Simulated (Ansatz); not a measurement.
The parent structure is GeSe in the GeS type structure (space group Pnma, No. 62; layered, stacked along the Cartesian x axis).

```
GeSe
1.0
   10.96143     0.00000     0.00000
    0.00000     3.87567     0.00000
    0.00000     0.00000     4.43211
Ge Se
4 4
Direct
  0.12324   0.25000   0.11389
  0.37676   0.75000   0.61389
  0.87676   0.75000   0.88611
  0.62324   0.25000   0.38611
  0.85451   0.25000   0.49850
  0.64549   0.75000   0.99850
  0.14549   0.75000   0.50150
  0.35451   0.25000   0.00150
```

Method: Ansatz (a program for electronic structure), PBE-D3(BJ), PAW, cutoff 420 eV, no spin-orbit coupling.

Before the change:

- Band gap = 0.73 eV
- Density = 5.35 g/cm³
- Gap character = indirect, Γ–Z (67 % along) → Γ

It is then changed as follows: a negative pressure, −1 GPa.

How does this affect the band gap?

The band gap goes up by 0.064 eV (0.73 eV → 0.80 eV).

How does this affect the density?

The density decreases by 0.10 g/cm³, from 5.35 g/cm³ to 5.25 g/cm³.

Predict the new gap character.

The gap character remains indirect, Γ–Z (67 % along) → Γ.

Load acts through the strain it causes; cell and atoms are relaxed under it. Whether these cells are dynamically stable was not tested. The program warned that a D3 coordination switch lies within reach, so dispersion energies are less smooth here.
